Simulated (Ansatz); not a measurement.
Amorphous Si24O48La, 73 atoms at 2.37 g/cm³, one PBE-relaxed geometry, zone centre. Methods: PBE, scalar-relativistic without spin-orbit coupling (Ansatz, an electronic-structure program); r2SCAN, scalar-relativistic without spin-orbit coupling (Ansatz); HSE06, scalar-relativistic without spin-orbit coupling (Ansatz). Plane waves to 420 eV (r2SCAN 500 eV); exact exchange is cut at the cell's faces. The usual formal charges leave 3 electrons over, so the level spacing at the Fermi energy parts defect or band states and needn't be the band gap. In the spin-polarised cell the level spacing at the Fermi energy can part levels of unlike spin. At PBE the levels at both edges of the gap are localised (band-tail or defect states), and the nearest spread-out levels lie 5.7 eV apart at the zone centre.

A CHGNet melt-quench gave the starting glass, which DFT then relaxed. O atoms were pushed apart under 1.9 Å during the dynamics, to hinder bonds among them. The hot cell started wider than the set density and was brought back towards it in steps. It is the lowest in DFT energy of 2 quenches. It is a model cell: composition and starting density were chosen by hand, and all elements were melted together. No dispersion term was used. Its density started from a set value of 2.37 and ended at 2.37 g/cm³. The simulated quench (nominally 320 K/ps over its main leg) is rapid and tends to freeze in more defects than a deposited or slowly cooled glass has. Values belong to this one cell and scatter from quench to quench. The volume was held where the preparation left it and the shape relaxed, at a PBE pressure of 2.0 GPa. Stress components on the final sampling reach 2.6 GPa. Cycles of charging lowered its energy after that relaxation.

The relaxation ran on the zone centre alone. At PBE the level spacing at the Fermi energy is 1.68 eV on a 2×2×2 Γ-centred mesh, and the spacing at the zone centre alone 1.71 eV.

Problem. What zone-centre spacing does r2SCAN give, roughly?

Solution. 2.54 eV (+0.83 eV against PBE).

Problem. What zone-centre spacing does HSE06 give, roughly?

Solution. 3.13 eV (+1.42 eV against PBE).

The highest filled and the lowest empty state spread over these numbers of atoms (participation numbers): PBE: 3.6 and 3.6; r2SCAN: 3.6 and 3.7; HSE06: 3.3 and 3.5.
